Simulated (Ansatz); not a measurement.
Input:

```yaml
crystal:
  lattice:
    - [4.50569, 0.00000, 0.00000]
    - [-2.25284, 3.90204, 0.00000]
    - [0.00000, 0.00000, 5.08613]
  atoms:
    - { symbol: Se, position: [0.21436, 0.00000, 0.83333] }
    - { symbol: Se, position: [0.00000, 0.21436, 0.16667] }
    - { symbol: Se, position: [0.78564, 0.78564, 0.50000] }
```

No spin polarisation.

The values are results of Ansatz (a program for electronic structure) r2SCAN, spin-orbit coupling left out, not measurements. Γ-centred 9×9×7 mesh, Fermi–Dirac width 0.05 eV.

### Question
What is the computed band gap?

### Answer
1.16 eV.

### Question
What is the computed electron mass?

### Answer
0.16 mₑ along z, 0.41 mₑ across (at H).

### Question
What width of the top valence band does the calculation give?

### Answer
1.35 eV.

The cells carry an imposed strain or load. Effective masses come from finite differences of ±0.01 Å⁻¹. No phonon test of stability was made. The cell was made from Se (space group P3_121, No. 152; made of chains) by this change: uniaxial strain ε_zz = +1.90 %. No dispersion term is included, though the crystal is made of layers, chains or molecules, so its spacings can come out too wide.
